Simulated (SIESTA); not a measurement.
**SIESTA run on YPd3 (Pm-3m, 4 atoms in the cell): self-consistent single point**

Method of the run: GGA PBEsol, numerical atomic orbitals DZP, PseudoDojo PBEsol standard norm-conserving potentials (rewritten from UPF to PSML) in SIESTA.

Input as run:

```
# files in the folder: Y.psml Pd.psml (PseudoDojo PBEsol standard)
SystemName  YPd3
SystemLabel ypd3

NumberOfAtoms                4
NumberOfSpecies              2
%block ChemicalSpeciesLabel
  1 39 Y
  2 46 Pd
%endblock ChemicalSpeciesLabel
LatticeConstant              1.0 Bohr
%block LatticeVectors
     7.747725933    0.000000000    0.000000000
     0.000000000    7.747725933    0.000000000
     0.000000000    0.000000000    7.747725933
%endblock LatticeVectors
AtomicCoordinatesFormat      Ang
%block AtomicCoordinatesAndAtomicSpecies
     0.000000000    0.000000000    0.000000000  1
     2.049960000    2.049960000    0.000000000  2
     0.000000000    2.049960000    2.049960000  2
     2.049960000    0.000000000    2.049960000  2
%endblock AtomicCoordinatesAndAtomicSpecies

XC.functional                GGA
XC.authors                   PBEsol
PAO.BasisSize                DZP
PAO.EnergyShift              0.01 Ry
MeshCutoff                   300 Ry
%block kgrid.MonkhorstPack
    7   0   0  0.0
    0   7   0  0.0
    0   0   7  0.0
%endblock kgrid.MonkhorstPack
OccupationFunction           MP
OccupationMPOrder            0
ElectronicTemperature        0.272 eV

MaxSCFIterations             150
SCF.Mixer.Method             Broyden
SCF.Mixer.Weight             0.25
SCF.Mixer.History            6
SCF.DM.Tolerance             1.0E-05
Diag.ParallelOverK           true
WriteForces                  true
Charge.Mulliken              end
```

The program printed (abridged):

```
reinit: Reading from file input.fdf

reinit: System Name: YPd3
reinit: System Label: ypd3

coor:   Atomic-coordinates input format  =     Cartesian coordinates
coor:                                          (in Angstroms)

siesta: Atomic coordinates (Bohr) and species
siesta:      0.00000   0.00000   0.00000  1        1
siesta:      3.87386   3.87386   0.00000  2        2
siesta:      0.00000   3.87386   3.87386  2        3
siesta:      3.87386   0.00000   3.87386  2        4

siesta: System type = bulk

initatomlists: Number of atoms, orbitals, and projectors:      4    76    72

siesta: ******************** Simulation parameters ****************************
redata: Spin configuration                          = none
redata: Time-Reversal Symmetry                      = T
redata: Number of Atomic Species                    =        2
redata: Mesh Cutoff                                 =   300.0000 Ry
redata: Net charge of the system                    =     0.0000 |e|
redata: Min. number of SCF Iter                     =        0
redata: Max. number of SCF Iter                     =      150
redata: SCF convergence failure will abort job
redata: SCF mix quantity                            = Hamiltonian
redata: Mix DM or H after convergence               =   F
redata: Recompute H after scf cycle                 =   F
redata: Mix DM in first SCF step                    =   T
redata: No kicks to SCF
redata: DM Mixing Weight for Kicks                  =     0.5000
redata: Require Harris convergence for SCF          =   F
redata: Harris energy tolerance for SCF             =     0.000100 eV
redata: Require DM convergence for SCF              =   T
redata: DM tolerance for SCF                        =     0.000010
redata: Require EDM convergence for SCF             =   F
redata: EDM tolerance for SCF                       =     0.001000 eV
redata: Require H convergence for SCF               =   T
   [... lines left out ...]
diag: Used triangular part                          = Lower
diag: Absolute tolerance                            =  0.100E-15
diag: Orthogonalization factor                      =  0.100E-05
diag: Memory factor                                 =  1.0000

superc: Internal auxiliary supercell:     5 x     5 x     5  =     125
superc: Number of atoms, orbitals, and projectors:    500   9500   9000

                        Single-point calculation

superc: Internal auxiliary supercell:     5 x     5 x     5  =     125
superc: Number of atoms, orbitals, and projectors:    500   9500   9000

outcell: Unit cell vectors (Ang):
        4.099920    0.000000    0.000000
        0.000000    4.099920    0.000000
        0.000000    0.000000    4.099920

outcell: Cell vector modules (Ang)   :    4.099920    4.099920    4.099920
outcell: Cell angles (23,13,12) (deg):     90.0000     90.0000     90.0000
outcell: Cell volume (Ang**3)        :     68.9170
new_DM -- step:     1
Initializing Density Matrix...

Attempting to read DM from file... Failed...
DM filled with atomic data:

InitMesh: MESH = 48 x 48 x 48 = 110592
InitMesh: Mesh cutoff (required, used) =   300.000   378.821 Ry

stepf: Methfessel-Paxton step function
       Using Hermite-Gauss polynomials of order  0
        iscf     Eharris(eV)        E_KS(eV)     FreeEng(eV)     dDmax    Ef(eV) dHmax(eV)
   scf:    1   -12095.520708   -12117.955788   -12118.035982  1.413232 -5.222915  2.902542
   scf:    2   -12118.934900   -12118.670453   -12118.713133  0.099528 -5.505427  2.359062
   scf:    3   -12118.847781   -12118.769904   -12118.815506  0.040115 -5.529145  1.193208
   scf:    4   -12118.843551   -12118.816336   -12118.859528  0.049465 -5.602784  0.053714
   scf:    5   -12118.818281   -12118.817695   -12118.859995  0.004925 -5.613561  0.060387
   scf:    6   -12118.816858   -12118.817366   -12118.860262  0.002145 -5.613202  0.003608
   scf:    7   -12118.817266   -12118.817317   -12118.860263  0.000190 -5.613206  0.003140
   scf:    8   -12118.817386   -12118.817352   -12118.860264  0.000071 -5.613600  0.001318
   scf:    9   -12118.817333   -12118.817343   -12118.860264  0.000037 -5.613728  0.000724
   scf:   10   -12118.817343   -12118.817343   -12118.860264  0.000022 -5.613826  0.000499
   scf:   11   -12118.817344   -12118.817344   -12118.860264  0.000010 -5.613888  0.000340
SCF Convergence by DM+H criterion
max |DM_out - DM_in|         :     0.0000098627
max |H_out - H_in|      (eV) :     0.0003401713
SCF cycle converged after 11 iterations

Using DM_out to compute the final energy and forces

siesta: E_KS(eV) =           -12118.8173

siesta: E_KS - E_eggbox =    -12118.8173

siesta: Atomic forces (eV/Ang):
     1    0.000000    0.000000    0.000000
     2   -0.000000   -0.000000   -0.000000
     3   -0.000000   -0.000000   -0.000000
     4   -0.000000   -0.000000   -0.000000
   Tot   -0.000000   -0.000000   -0.000000
   Max    0.000000
   Res    0.000000    sqrt( Sum f_i^2 / 3N )
   Max    0.000000    constrained

Stress tensor Voigt[x,y,z,yz,xz,xy] (kbar):       68.62       68.62       68.62        0.00        0.00        0.00
(Free)E + p*V (eV/cell)   -12121.8119
Target enthalpy (eV/cell)   -12118.8603

siesta: Program's energy decomposition (eV):
siesta: Ebs     =     -2066.363951
siesta: Eions   =     16576.173270
siesta: Ena     =      2082.494444
siesta: Ekin    =      4015.694652
siesta: Enl     =       202.912608
siesta: Eso     =         0.000000
siesta: Edftu   =         0.000000
siesta: DEna    =        43.496977
siesta: DUscf   =         0.498177
siesta: DUext   =         0.000000
siesta: Ex      =     -1763.876084
siesta: Ec      =      -123.864848
siesta: Exc     =     -1887.740932
siesta: Eharris =    -12118.817344
siesta: Etot    =    -12118.817344
siesta: FreeEng =    -12118.860264

siesta: Stress tensor (static) (eV/Ang**3):
siesta:     0.042830    0.000000    0.000000
siesta:     0.000000    0.042830    0.000000
siesta:     0.000000    0.000000    0.042830

siesta: Cell volume =         68.916966 Ang**3

siesta: Pressure (static):
siesta:                Solid            Molecule  Units
siesta:          -0.00046647         -0.00046647  Ry/Bohr**3
siesta:          -0.04282957         -0.04282956  eV/Ang**3
siesta:         -68.62052952        -68.62052568  kBar

mulliken: Atomic and Orbital Populations:

Species: Y
Atom  Qatom  Qorb
               4s      5s      5s      4py     4pz     4px     5py     5pz
               5px     4dxy    4dyz    4dz2    4dxz    4dx2-y2 4dxy    4dyz
               4dz2    4dxz    4dx2-y2
   1 10.861   1.867   0.343   0.213   1.920   1.920   1.920   0.267   0.267
              0.267   0.419   0.419   0.481   0.419   0.481  -0.043  -0.043

             -0.108  -0.043  -0.108

Species: Pd
Atom  Qatom  Qorb
               4s      5s      5s      4py     4pz     4px     5py     5pz
               5px     4dxy    4dyz    4dz2    4dxz    4dx2-y2 4dxy    4dyz
               4dz2    4dxz    4dx2-y2
   2 18.046   1.861   0.272   0.190   1.971   1.989   1.971   0.254   0.302
              0.254   1.705   1.574   1.641   1.574   1.603   0.136   0.190

              0.200   0.190   0.168
   3 18.046   1.861   0.272   0.190   1.971   1.971   1.989   0.254   0.254
              0.302   1.574   1.705   1.613   1.574   1.631   0.190   0.136

              0.176   0.190   0.192
   4 18.046   1.861   0.272   0.190   1.989   1.971   1.971   0.302   0.254
              0.254   1.574   1.574   1.613   1.705   1.631   0.190   0.190

              0.176   0.136   0.192

mulliken: Qtot =       65.000

Mulliken Atomic Populations:
Atom #   charge [q] valence [e]  Species
     1     0.138969   10.861031  Y
     2    -0.046323   18.046323  Pd
     3    -0.046323   18.046323  Pd
     4    -0.046323   18.046323  Pd
 Total    -0.000000
```

The run converged in 11 iterations.

The starting cell comes from a database of computed structures (which also holds hypothetical and non-ambient phases and stackings), without a prior relaxation at this level. Spin polarisation is off. Values carry the incompleteness of an atom-centred basis. With a pressure of about -7 GPa the cell is away from its equilibrium volume at this level.

Cost on one core of a shared machine: roughly 40 s.
